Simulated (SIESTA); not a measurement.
Band structure of FeNi₃ (Pm-3m, 4 atoms in the cell).

```yaml
crystal:
  lattice:
    - [3.55992, 0.00000, 0.00000]
    - [0.00000, 3.55992, 0.00000]
    - [0.00000, 0.00000, 3.55992]
  atoms:
    - { symbol: Fe, position: [0.00000, 0.00000, 0.00000], spin: 4.0 }
    - { symbol: Ni, position: [0.00000, 0.50000, 0.50000], spin: 2.0 }
    - { symbol: Ni, position: [0.50000, 0.00000, 0.50000], spin: 2.0 }
    - { symbol: Ni, position: [0.50000, 0.50000, 0.00000], spin: 2.0 }
```
(The spins are starting values, not results.)

Computed with GGA PBE, numerical atomic orbitals DZP, PseudoDojo PBE standard norm-conserving potentials (rewritten from UPF to PSML) run with SIESTA.

Settings: XC.functional = GGA; XC.authors = PBE; potentials = PseudoDojo PBE standard; PAO.BasisSize = DZP; PAO.EnergyShift = 0.01 Ry; MeshCutoff = 350 Ry; kgrid.MonkhorstPack = 8 8 8; OccupationFunction = FD; ElectronicTemperature = 580.23 K; Spin = polarized; DM.InitSpin = [1 +4.00, 2 +2.00, 3 +2.00, 4 +2.00]; MaxSCFIterations = 150; SCF.Mixer.Method = Pulay; SCF.Mixer.Weight = 0.1.

The starting cell comes from a database of computed structures (which also holds hypothetical and non-ambient phases and stackings), without a prior relaxation at this level. Its lattice was rescaled by a random factor within 2.5 % of one. The magnetic order is the one reached from the typed start; others were not searched systematically. Values carry the incompleteness of an atom-centred basis.

Levels in eV from the Fermi level, bands 34 to 39 of the first spin channel:
```json
[
 {"point": "Γ", "34": "-0.82", "35": "-0.71", "36": "-0.71", "37": "-0.71", "38": "2.05", "39": "2.05"},
 {"point": "X", "34": "-1.53", "35": "-1.52", "36": "-1.08", "37": "-0.82", "38": "-0.71", "39": "7.40"},
 {"point": "M", "34": "-1.82", "35": "-1.59", "36": "-1.51", "37": "0.64", "38": "0.64", "39": "0.65"},
 {"point": "R", "34": "-0.87", "35": "-0.87", "36": "-0.87", "37": "-0.69", "38": "-0.69", "39": "-0.69"}
]
```

Bands cross the Fermi level along this path, so the cell is metallic at this level.

Higher empty bands are left out: an atom-centred basis made for the valence describes them poorly.

The net moment of the cell came out as 5.02 μB.
